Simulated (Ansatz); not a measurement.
Take Se (space group P3_121, No. 152; a = 4.5066 Å, c = 4.9888 Å; made of chains) as the base.

Computed with Kohn–Sham DFT with the r2SCAN functional, run in Ansatz (a quantum-chemistry and plane-wave program) with PAW and 500 eV plane waves, scalar-relativistic without spin-orbit coupling, earlier PAW set.

Before the change:

Lattice parameter a: 4.507 Å
Band gap: 1.33 eV

It is then changed as follows: cell and atoms relaxed at a pressure of 0.9 GPa.

What does the calculation give for the lattice parameter a after the change?

The lattice parameter a falls by 0.1805 Å (4.507 Å → 4.326 Å).

What happens to the band gap?

The band gap shrinks by 0.20 eV to 1.13 eV.

Load acts through the strain it causes; cell and atoms are relaxed under it. Whether these cells are dynamically stable was not tested. No dispersion term is included, though the crystal is made of layers, chains or molecules, so its spacings can come out too wide.
